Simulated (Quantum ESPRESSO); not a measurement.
Quantum ESPRESSO run on Sn2P2O7 (P-1, 22 atoms in the cell): self-consistent single point.

Method of the run: PBEsol, GBRV 1.5 ultrasoft (PBESOL) pseudopotentials (plane waves; Quantum ESPRESSO).

```
CELL_PARAMETERS angstrom
      7.26718     0.00000     0.00000
      3.41186     6.59603     0.00000
      1.19194     0.59770     7.31006
ATOMIC_POSITIONS crystal
  Sn 0.09280 0.23999 0.17172
  Sn 0.90720 0.76001 0.82828
  Sn 0.29746 0.62019 0.32761
  Sn 0.70254 0.37981 0.67239
  P  0.21741 0.25176 0.66417
  P  0.78259 0.74824 0.33583
  P  0.64453 0.17439 0.14507
  P  0.35547 0.82561 0.85493
  O  0.08857 0.22870 0.52703
  O  0.91143 0.77130 0.47297
  O  0.06140 0.36353 0.83251
  O  0.93860 0.63647 0.16749
  O  0.38434 0.02431 0.74437
  O  0.61566 0.97569 0.25563
  O  0.41458 0.34647 0.14153
  O  0.58542 0.65353 0.85847
  O  0.35918 0.35447 0.57699
  O  0.64082 0.64553 0.42301
  O  0.24909 0.88867 0.05100
  O  0.75091 0.11133 0.94900
  O  0.22653 0.76930 0.74428
  O  0.77347 0.23070 0.25572
```

Reference input (self-consistent single point, DFT, PBEsol, plane waves, GBRV 1.5 ultrasoft (PBESOL) pseudopotentials): ecutwfc = 40 Ry; ecutrho = 200 Ry; occupations = smearing; smearing = fd; degauss = 0.000734986 Ry; potentials = {Sn: sn_pbesol_v1.4.uspp.F.UPF, P: p_pbesol_v1.5.uspp.F.UPF, O: o_pbesol_v1.2.uspp.F.UPF}; K_POINTS = automatic 3 3 2 0 0 0; conv_thr = 1e-09 Ry; mixing_beta = 0.4. This run's input differs from it in these lines:

```diff
@@ -13,4 +13,4 @@
  ntyp = 3,
- ecutwfc = 40,
- ecutrho = 200,
+ ecutwfc = 46,
+ ecutrho = 230,
  occupations = 'smearing',
```

Log, with long lists cut:

```
     Self-consistent Calculation

     iteration #  1     ecut=    46.00 Ry     beta= 0.40

     total energy              =   -1148.77555080 Ry
     estimated scf accuracy    <       3.81398529 Ry

     iteration #  2     ecut=    46.00 Ry     beta= 0.40

     total energy              =   -1149.71091701 Ry
     estimated scf accuracy    <       0.37640829 Ry

     iteration #  3     ecut=    46.00 Ry     beta= 0.40
     c_bands:  1 eigenvalues not converged

     total energy              =   -1149.73519852 Ry
     estimated scf accuracy    <       0.06688964 Ry

   [... 9 blocks of this kind left out ...]

     iteration # 13     ecut=    46.00 Ry     beta= 0.40

     total energy              =   -1149.74463220 Ry
     estimated scf accuracy    <          7.3E-09 Ry

     iteration # 14     ecut=    46.00 Ry     beta= 0.40
     End of self-consistent calculation

     the Fermi energy is     5.3645 ev

!    total energy              =   -1149.74463220 Ry
     estimated scf accuracy    <          1.7E-10 Ry
     smearing contrib. (-TS)   =       0.00000000 Ry
     internal energy E=F+TS    =   -1149.74463220 Ry

     convergence has been achieved in  14 iterations

     Forces acting on atoms (cartesian axes, Ry/au):

     atom    1 type  1   force =    -0.00937358    0.00281738   -0.00422857
     atom    2 type  1   force =     0.00937358   -0.00281738    0.00422857
     atom    3 type  1   force =    -0.00868145   -0.01198480   -0.00007094
     atom    4 type  1   force =     0.00868145    0.01198480    0.00007094
     atom    5 type  2   force =    -0.00772254    0.01050141   -0.00468495
   [... lines left out ...]

     Total force =     0.147742     Total SCF correction =     0.000042

          total   stress  (Ry/bohr**3)                   (kbar)     P=      -92.24
  -0.00064689  -0.00000291   0.00000227          -95.16       -0.43        0.33
  -0.00000291  -0.00060384  -0.00003601           -0.43      -88.83       -5.30
   0.00000227  -0.00003601  -0.00063043            0.33       -5.30      -92.74

   JOB DONE.
```

The run converged in 14 iterations. Against the reference run the free energy drops by 7.9 meV/atom, the pressure goes from -8.52 to -9.22 GPa, the largest force hardly changes (1.096 to 1.097 eV/Å) and the gap on the mesh hardly changes (2.936 to 2.937 eV).

The starting cell comes from a database of computed structures (which also holds hypothetical and non-ambient phases and stackings), without a prior relaxation at this level. Its lattice was rescaled by a random factor within 2.5 % of one. Forces in this geometry exceed 1 eV/Å.

Cost on one core of a shared machine: roughly 10 min.
